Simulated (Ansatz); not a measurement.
## ZrC (model structure, started from the WC type, P-6m2, No. 187, 2 atoms in the cell)

The numbers are results of PBEsol (plane waves, PAW; Ansatz, a quantum-chemistry and plane-wave program), not measurements.

Numerical settings: plane-wave cutoff 520 eV, 24×24×18 k mesh (along the axes of the cell as run), Fermi–Dirac smearing 0.05 eV, scalar-relativistic PAW data made under PBE.

Cell (relaxed at this level):

```yaml
crystal:
  lattice:
    - [3.23721, 0.00000, 0.00000]
    - [-1.61860, 2.80351, 0.00000]
    - [0.00000, 0.00000, 2.91627]
  atoms:
    - { symbol: Zr, position: [0.00000, 0.00000, 0.00000] }
    - { symbol: C, position: [0.66667, 0.33333, 0.50000] }
```

For ZrC (model structure, started from the WC type, P-6m2, No. 187, 2 atoms in the cell), the band gap is none and the bulk modulus B0 is 196 GPa.

Note: the bulk modulus is −V dP/dV from two relaxed cells at ±2 % in volume; the relaxation could raise the start's symmetry but not lower it, so the cell can be a saddle point.

Spin–orbit coupling is not included.

A model structure was made by putting elements into a prototype or built by hand; it is no filed structure, need not be a known phase, and can be a saddle point held by its symmetry.
